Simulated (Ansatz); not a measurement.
Cubic perovskite CsCaF₃ was calculated with B3LYP (VWN-RPA form) in Ansatz (PAW).

Input:

Ansatz 0.2 input:
```yaml
crystal:
  lattice:
    - [4.5785297594, 0.0, 0.0]
    - [0.0, 4.5785297594, 0.0]
    - [0.0, 0.0, 4.5785297594]
  atoms:
    - { symbol: Cs, position: [0.0, 0.0, 0.0] }
    - { symbol: Ca, position: [0.5, 0.5, 0.5] }
    - { symbol: F, position: [0.5, 0.0, 0.5] }
    - { symbol: F, position: [0.0, 0.5, 0.5] }
    - { symbol: F, position: [0.5, 0.5, 0.0] }
basis:
  ecutwfc: 460
  ecutrho_ratio: 4
  xc_grid: 2
kpoints:
  mp_grid: { grid: [6, 6, 6] }
hamiltonian:
  xc: b3lyp
  dispersion: none
  pseudopotentials: { kind: paw }
scf:
  occupations: { method: fermi_dirac, width: 0.01 }
  convergence: { dr2_threshold: 0.0000000005 }
output:
  forces: true
  stress: true
  eigenvalues: true
```

From the output:

```
WARN output.stress: scf.exx.energy_threshold = 1e-6 eV is looser than the 5e-8 eV advised for a stress under a hybrid functional (1e-8 eV for each atom of the …
Crystal: 5 atoms, lattice volume = 95.979 Å³
Basis set: ecut = 460 eV, 2109 PW (Γ), exchange–correlation on 72×72×72 points (8 copies of the dense FFT grid, shifted against one another)
Bands: 25, of which v1, the nominal top of the filled ones, is band 20 counted from 1 (19 counted from 0)
Symmetry: 48 space group operations
Space group: Pm-3m (ITA 221), of the structure as read, at distance tolerance 4.6e-5 Å
k-points: 20 of 216
Functional: x = 0.1 slater + 0.9 b88, c = 0.19 vwn_rpa + 0.81 lyp, warm-up for x = 0.08 slater + 0.72 b88 + 0.2 exact, c = 0.19 vwn_rpa + 0.81 lyp
SCF iter   1: F=—  HF=-9946.746838 eV  |F-HF|=—  |Δ(HF+E_count)|=         —  Δρ=8.48e-3  dr2=2.89e-2
SCF iter   2: F=—  HF=-9946.742259 eV  |F-HF|=—  |Δ(HF+E_count)|=   4.58e-3  Δρ=4.13e-3  dr2=1.21e-2
  ...
Crystal: 5 atoms, lattice volume = 95.979 Å³
Initial density: handed on by an earlier stage of this run
Functional: x = 0.08 slater + 0.72 b88 + 0.2 exact, c = 0.19 vwn_rpa + 0.81 lyp
Crystal: 5 atoms, lattice volume = 95.979 Å³
SCF iter   5: F=—  HF=-9952.107634 eV  |F-HF|=—  |Δ(HF+E_count)|=   4.08e-9  Δρ=1.04e-6  dr2=5.94e-10
SCF iter   6: F=-9952.107634 eV  HF=-9952.107634 eV  |F-HF|=1.09e-11  |Δ(HF+E_count)|=  1.87e-10  Δρ=1.57e-7  dr2=1.81e-11
SCF 3 converged in 6 iterations: F = -9952.107634 eV  dr2 = 1.81e-11
Free energy (F): -9952.107634 eV
Internal energy: -9952.107634 eV  (E = F + TS)
E sigma→0 (E₀):  -9952.107634 eV
Fermi energy:    5.369325 eV
--- Forces (eV/Å), atoms counted from 1 ---
  atom   1  Cs    -0.00000000     0.00000000    -0.00000000
  atom   2  Ca     0.00000000    -0.00000000     0.00000000
  atom   3  F      0.00000000    -0.00000000    -0.00000000
  atom   4  F      0.00000000     0.00000000    -0.00000000
  atom   5  F      0.00000000    -0.00000000    -0.00000000
--- Stress (GPa, compression-positive) ---
        0.000225       0.000000       0.000000
       -0.000000       0.000225       0.000000
        0.000000       0.000000       0.000225
  P = ⅓ Tr σ = 0.0002 GPa (0.002 kbar)
```

The PAW data were made under PBE.

The result took roughly 3 core-minutes.

Ansatz is an electronic-structure program.
